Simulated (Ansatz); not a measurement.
Where the default PAW files enter, the runs use the earlier of Ansatz's two default sets.

The decay constant κ of evanescent states in the gap governs leakage through a thin film.

Data:

```yaml
crystal:
  lattice:
    - [5.13396, 0.00000, 0.00000]
    - [2.56698, 4.83802, 0.00000]
    - [2.56698, -1.36200, 4.23239]
  atoms:
    - { symbol: Li, position: [0.43356, 0.84966, 0.28322] }
    - { symbol: Li, position: [0.43356, 0.34966, 0.78322] }
    - { symbol: Ta, position: [0.00109, 0.99837, 0.99946] }
    - { symbol: Ta, position: [0.00109, 0.49837, 0.49946] }
    - { symbol: O, position: [0.51896, 0.70551, 0.61431] }
    - { symbol: O, position: [0.16122, 0.70551, 0.22447] }
    - { symbol: O, position: [0.90880, 0.70551, 0.86673] }
    - { symbol: O, position: [0.16122, 0.20551, 0.11431] }
    - { symbol: O, position: [0.90880, 0.20551, 0.72447] }
    - { symbol: O, position: [0.51896, 0.20551, 0.36673] }
```

Space group of this cell: R3c. The cell is taken as given; by LDA its mean pressure is -6.8 GPa.

Transport runs along the normal of the first two printed cell vectors, the (101) plane of the conventional cell.

No gap correction and no spin-orbit coupling; mid-gap values are interpolated between computed energies.

Q: Give the band gap and the smallest decay constant κ at mid-gap that LDA run with Ansatz (a quantum-chemistry and plane-wave program) yields.

A: Gap 3.78 eV on a 8×8×8 mesh; κ = 0.389 1/Å, at the zone centre.
